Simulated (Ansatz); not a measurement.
## PBE against r2SCAN: CoPdO2, isotropic strain −3.19 %

The parent structure is CoPdO2 (space group R-3m, No. 166; a = 2.862 Å, c = 17.859 Å (hexagonal axes); not spin-polarised; relaxed with 0.1 eV smearing).

(Cell as relaxed with PBE.)

Levels (all Ansatz, a quantum-chemistry and plane-wave program, PAW, earlier PAW set): PBE (420 eV, no spin-orbit coupling); r2SCAN (500 eV, spin-orbit coupling left out).

Each level relaxes its own structure.

```json
[
 {"base": "volume per atom", "PBE": "10.56 Å³", "r2SCAN": "10.23 Å³"},
 {"base": "lattice parameter a", "PBE": "2.862 Å", "r2SCAN": "2.825 Å"},
 {"base": "band gap", "PBE": "zero", "r2SCAN": "zero"}
]
```

One thing is altered: every lattice vector is shortened by 3.19 %, atoms relaxed at fixed cell.

```csv
quantity,PBE,r2SCAN
energy relative to the base (free energy F),+70 meV/atom,?
"pressure (mean of the normal stresses, compression positive)",25.4 GPa,?
largest internal atomic displacement,0.012 Å,?
```

**Question.** Given the PBE results, estimate those of r2SCAN.

**Answer.** 
- energy relative to the base (free energy F), r2SCAN: +78 meV/atom
- pressure (mean of the normal stresses, compression positive), r2SCAN: 28.8 GPa
- largest internal atomic displacement, r2SCAN: 0.012 Å

PBE's energy relative to the base lies 7.1 meV/atom below r2SCAN's; PBE's pressure lies 3.4 GPa below r2SCAN's; the two agree on the largest internal atomic displacement. Neither level is exact; r2SCAN is the comparison here, not a measurement.

Whether these cells are dynamically stable was not tested. Seeded moments were not kept for the base. No Hubbard U is applied and the magnetic state is the run's own (CoPdO2 not spin-polarised; CoPdO2 non-magnetic); other magnetic orders, which need larger cells, were not tried and can change the gap. All final runs are without spin polarisation. An odd electron count without spin: CoPdO2.
